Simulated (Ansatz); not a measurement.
A self-consistent single point of Sc₃SnB (P4mm, 5 atoms in the cell) with Ansatz (a program for electronic structure).

Method of the run: PBEsol, default PAW files made with PBE (plane waves; Ansatz).

```
CELL_PARAMETERS angstrom
      4.64001     0.00000     0.00000
      0.00000     4.64001     0.00000
      0.00000     0.00000     4.64001
ATOMIC_POSITIONS crystal
  Sc 0.50000 0.00000 0.50000
  Sc 0.01078 0.50000 0.50000
  Sc 0.50000 0.50000 0.00000
  Sn 0.00000 0.00000 0.00000
  B  0.50000 0.50000 0.50000
```

Reference input (self-consistent single point, DFT, PBEsol, plane waves, default PAW files made with PBE): basis.ecutwfc = 420 eV; kpoints.mp_grid.grid = 5 5 5; hamiltonian.xc = pbesol; hamiltonian.pseudopotentials = {kind: paw} (the program's default PAW files); scf.occupations.method = fermi_dirac; scf.occupations.width = 0.1 eV. This run's input differs from it in these lines:

Ansatz 0.2 input:
```diff
@@ -12,3 +12,3 @@
 basis:
-  ecutwfc: 420.0
+  ecutwfc: 335.0
 kpoints:
```

The program printed (abridged):

```
SCF iter   1: F=—  HF=-12439.735716 eV  |F-HF|=—  |Δ(HF+E_count)|=         —  Δρ=4.62e-3  dr2=3.46e-2  ethr=1.77e-3  ⟨swp⟩=5.4  Hψ=2335  notcnv=0
all-band conjugate gradients solve this SCF's bands
preconditioner: auto → Kerker (q_TF=auto, 2.431 Å⁻¹)
SCF iter   2: F=—  HF=-12439.727469 eV  |F-HF|=—  |Δ(HF+E_count)|=   8.25e-3  Δρ=2.07e-3  dr2=7.11e-3  ethr=6.92e-5  ⟨swp⟩=2.0  Hψ=804  notcnv=0
SCF iter   3: F=—  HF=-12439.725623 eV  |F-HF|=—  |Δ(HF+E_count)|=   1.85e-3  Δρ=3.91e-4  dr2=2.12e-4  ethr=1.42e-5  ⟨swp⟩=2.0  Hψ=670  notcnv=0
SCF iter   4: F=—  HF=-12439.725587 eV  |F-HF|=—  |Δ(HF+E_count)|=   3.69e-5  Δρ=1.22e-4  dr2=1.83e-5  ethr=4.25e-7  ⟨swp⟩=2.0  Hψ=659  notcnv=0
SCF iter   5: F=—  HF=-12439.725525 eV  |F-HF|=—  |Δ(HF+E_count)|=   6.12e-5  Δρ=3.70e-5  dr2=1.83e-6  ethr=3.65e-8  ⟨swp⟩=2.9  Hψ=1024  notcnv=0
SCF iter   6: F=—  HF=-12439.725525 eV  |F-HF|=—  |Δ(HF+E_count)|=   3.21e-7  Δρ=1.24e-5  dr2=1.96e-7  ethr=3.66e-9  ⟨swp⟩=2.0  Hψ=689  notcnv=0
SCF iter   7: F=-12439.725525 eV  HF=-12439.725525 eV  |F-HF|=1.48e-8  |Δ(HF+E_count)|=   2.95e-8  Δρ=4.32e-6  dr2=2.79e-8  ethr=2.00e-10  ⟨swp⟩=6.1  Hψ=2036  notcnv=0
SCF 1 converged in 7 iterations: F = -12439.725525 eV  dr2 = 2.79e-8
Free energy (F): -12439.725525 eV
Internal energy: -12439.676186 eV  (E = F + TS)
E sigma→0 (E₀):  -12439.700856 eV
Entropy (-TS):   -0.049339 eV (-9.868 meV/atom)
Fermi energy:    10.229002 eV
--- Forces (eV/Å), atoms counted from 1 ---
  atom   1  Sc     0.10787993     0.00000000     0.00000000
  atom   2  Sc    -0.50955164     0.00000000     0.00000000
  atom   3  Sc     0.10787993    -0.00000000     0.00000000
  atom   4  Sn     0.02426498     0.00000000     0.00000000
  atom   5  B      0.26952950    -0.00000000     0.00000000
--- Stress (GPa, compression-positive) ---
       -1.907029      -0.000000       0.000000
       -0.000000      -2.056869       0.000000
        0.000000       0.000000      -2.056869
  P = ⅓ Tr σ = -2.0069 GPa (-20.069 kbar)
  The stress holds the Pulay correction. Without it, at fixed plane waves, as pw.x and ABINIT print it: P = -2.4810 GPa
```

The run converged in 7 iterations. Against the reference run the free energy goes up by 5.5 meV/atom, the pressure moves little (-2.04 to -2.01 GPa) and the largest force moves little (0.507 to 0.510 eV/Å).

The starting cell comes from a database of computed structures (which also holds hypothetical and non-ambient phases and stackings), without a prior relaxation at this level. Its lattice was rescaled by up to half a per cent. One atom was moved a little off its site on purpose. Ansatz's pressure includes its estimate of the finite-basis (Pulay) stress. The cutoff lies below the one recommended for these files.
